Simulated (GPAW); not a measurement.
GPAW is run on Mg6AlSb (Amm2, 8 atoms in the cell), and the run fails. The aim is a self-consistent single point with DFT PBEsol, plane waves, GPAW PAW datasets PBEsol (made by gpaw-setup).

The input file:

```python
from ase import Atoms
from ase.units import GPa
from gpaw import GPAW

atoms = Atoms(['Mg', 'Mg', 'Mg', 'Mg', 'Mg', 'Mg', 'Al', 'Sb'],
              cell=[[5.269519, 0.000000, 0.000000],
                    [0.000000, 3.121530, 5.445152],
                    [0.000000, -3.121530, 5.445152]],
              positions=[[0.000000, -1.563699, 6.371046],
                         [0.000000, 1.563699, 6.371046],
                         [0.000000, -0.000000, 3.609482],
                         [2.634759, -1.578807, 4.495735],
                         [2.634759, 1.578807, 4.495735],
                         [2.634759, -0.000000, 1.826304],
                         [0.000000, 0.000000, 9.170289],
                         [2.634759, -0.000000, 7.221687]],
              pbc=True)

calc = GPAW(mode={'name': 'pw', 'ecut': 800},
            xc='PBEsol',
            setups={'Mg': 'pv'},
            kpts=(3, 3, 3),
            occupations={'name': 'methfessel-paxton', 'width': 0.05, 'order': 0},
            nbands=-14,
            convergence={'forces': 0.001},
            symmetry={'symmorphic': False, 'tolerance': 0.0005},
            maxiter=120,
            txt='-')

atoms.calc = calc

energy = atoms.get_potential_energy()
print('Energy (eV):', round(energy, 6))
forces = atoms.get_forces()
print('Forces (eV/Ang):')
print(forces.round(5))
stress = atoms.get_stress()
print('Stress (GPa, Voigt):', (stress / GPa).round(4))
```

The program printed (abridged):

```
Input parameters:
  convergence: {forces: 0.001}
  kpts: [3 3 3]
  maxiter: 120
  mode: {ecut: 800,
         name: pw}
  nbands: -14
  occupations: {name: methfessel-paxton,
                order: 0,
                width: 0.05}
  setups: {Mg: pv}
  symmetry: {symmorphic: False,
             tolerance: 0.0005}
  xc: PBEsol

Traceback (most recent call last):
   [... frames left out ...]
FileNotFoundError: Could not find required PAW dataset file "Mg.pv.PBEsol".

You need to set the GPAW_SETUP_PATH environment variable to point to
the directories where PAW dataset and basis files are stored.  See
https://gpaw.readthedocs.io/install.html#install-paw-datasets
for details.
```

Q: Read the log: what does the program object to, and what is the fix?

A: The fault is a potential or basis that cannot be found. The input names a file or set that is not where the program looks, or that does not exist under that name. To fix it, correct the name or place the file. The program stopped before any SCF iteration.

An input that runs soundly differs in these lines (not the only fix; some lines may just follow from the change or write a value another way):
```diff
-            setups={'Mg': 'pv'},
```

With that input, the run converged in 20 iterations: free energy E − TS (from the program's reference atoms) -20.4706 eV; Fermi level (on the code's own zero) 4.76 eV; pressure -1.57 GPa; largest force (vector length) 0.097 eV/Å (DFT PBEsol, plane waves, GPAW PAW datasets PBEsol (made by gpaw-setup)).

On the sound input: the starting cell comes from a database of computed structures (which also holds hypothetical and non-ambient phases and stackings), without a prior relaxation at this level. Its lattice was rescaled by a random factor within 2.5 % of one. Spin-orbit coupling is off. The run gives no clean gap (levels at the Fermi energy touch, overlap or are partly filled at this smearing), which alone does not show that the compound is a metal. Without a gap this mesh is coarse (it stands for a supercell whose shortest vector is 16 Å).
